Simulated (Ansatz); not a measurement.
Subject: the formation energy of the neutral V_O in ZnO (wurtzite, P6₃mc). Reaction: 36 ZnO (wurtzite) → cell A + 1/2 O2 (gas).

Cell A: a supercell of 72 sites of ZnO (wurtzite, P6₃mc) with one empty O site amid 4 Zn; spin state with PBE: run without spin, k-point mesh 3×3×2.
```
CELL_PARAMETERS angstrom
      9.83817     0.00000     0.00000
     -4.91908     8.52010     0.00000
      0.00000     0.00000    10.58649
ATOMIC_POSITIONS crystal
  Zn 0.22222 0.11111 0.27166
  Zn 0.11202 0.22131 0.00374
  O  0.11366 0.21968 0.19419
  Zn 0.22222 0.11111 0.75113
  Zn 0.12079 0.21254 0.49407
  O  0.22222 0.11111 0.93955
  O  0.11234 0.22099 0.68468
  Zn 0.22251 0.44419 0.25084
  Zn 0.11165 0.55583 0.99948
  O  0.22089 0.44016 0.44071
  O  0.11180 0.55590 0.18986
  Zn 0.22120 0.44248 0.74885
  Zn 0.11113 0.55556 0.49996
  O  0.22125 0.44267 0.93942
  O  0.11137 0.55569 0.68963
  Zn 0.22251 0.77832 0.25084
  Zn 0.11202 0.89071 0.00374
  O  0.22089 0.78073 0.44071
  O  0.11366 0.89398 0.19419
  Zn 0.22120 0.77871 0.74885
  Zn 0.12079 0.90825 0.49407
  O  0.22125 0.77859 0.93942
  O  0.11234 0.89136 0.68468
  Zn 0.55501 0.11083 0.25084
  Zn 0.44263 0.22131 0.00374
  O  0.55261 0.11245 0.44071
  O  0.43935 0.21968 0.19419
  Zn 0.55462 0.11213 0.74885
  Zn 0.42508 0.21254 0.49407
  O  0.55475 0.11208 0.93942
  O  0.44198 0.22099 0.68468
  Zn 0.55501 0.44419 0.25084
  Zn 0.44410 0.55488 0.99940
  O  0.55261 0.44016 0.44071
  O  0.44438 0.55543 0.18947
  Zn 0.55462 0.44248 0.74885
  Zn 0.44406 0.55478 0.50061
  O  0.55475 0.44267 0.93942
  O  0.44435 0.55537 0.69009
  Zn 0.55556 0.77778 0.24975
  Zn 0.44410 0.88923 0.99940
  O  0.55556 0.77778 0.43991
  O  0.44438 0.88895 0.18947
  Zn 0.55556 0.77778 0.75034
  Zn 0.44406 0.88928 0.50061
  O  0.55556 0.77778 0.94004
  O  0.44435 0.88898 0.69009
  Zn 0.88915 0.11083 0.25084
  Zn 0.77751 0.22168 0.99948
  O  0.89318 0.11245 0.44071
  O  0.77743 0.22153 0.18986
  Zn 0.89085 0.11213 0.74885
  Zn 0.77777 0.22220 0.49996
  O  0.89067 0.11208 0.93942
  O  0.77765 0.22196 0.68963
  Zn 0.88889 0.44444 0.24964
  Zn 0.77751 0.55583 0.99948
  O  0.88889 0.44444 0.43923
  O  0.77743 0.55590 0.18986
  Zn 0.88889 0.44444 0.75013
  Zn 0.77777 0.55556 0.49996
  O  0.88889 0.44444 0.93994
  O  0.77765 0.55569 0.68963
  Zn 0.88915 0.77832 0.25084
  Zn 0.77846 0.88923 0.99940
  O  0.89318 0.78073 0.44071
  O  0.77791 0.88895 0.18947
  Zn 0.89085 0.77871 0.74885
  Zn 0.77855 0.88928 0.50061
  O  0.89067 0.77859 0.93942
  O  0.77796 0.88898 0.69009
```

Reference: ZnO (wurtzite, P6₃mc), 72 atoms in the cell, the relaxed perfect crystal repeated, atoms not moved again, k-point mesh 3×3×2 on the run's own vectors.

Reference: an isolated O2 molecule (triplet) in a box of 11 × 11 × 13 Å.

All numbers come from Ansatz (a first-principles code), plane waves with PAW, its default PAW set, cutoff 420 eV. The structures are at rest with PBE, within the held lattices; other levels are single points on them. HSE06 runs on coarser k-point meshes, mended by the PBE difference between the two meshes. Neutral cells; Fermi-Dirac smearing of at most 0.05 eV in the solids, energies taken to zero width. The lattices are those relaxed with PBE, so at other levels the solids can be strained, which adds to the spread. Larger cells are relaxed from a start prepared with the learned potential CHGNet, on a coarser mesh till forces fall under 0.03 eV/Å, which some starts already meet. A dispersion term (D3(BJ), or D4 for r2SCAN) was computed beside these levels and is taken off wherever the name lacks it. Nuclei at rest; no vibrational terms. The structures are the rest points that the relaxations reached, not proven lowest. Values are for these cell sizes. Mesh and cell size may move defect energies by 0.1 eV or more. The value holds for the reservoirs listed; other chemical potentials shift it. Cell A has symmetry P3m1 within 0.02 Å and got no random move, so less symmetric positions, which may lie lower, weren't tried.

Q: What is the computed value (HSE06)?

A: 4.27 eV, for 36 ZnO (wurtzite) → cell A + 1/2 O2 (gas).

Q: How does the value move with the functional?

A: 
```
Functional  value (eV)  less HSE06
----------  ----------  ----------
PBE               3.67       -0.60
```

The levels shown span 0.60 eV, from PBE (3.67) to HSE06 (4.27).
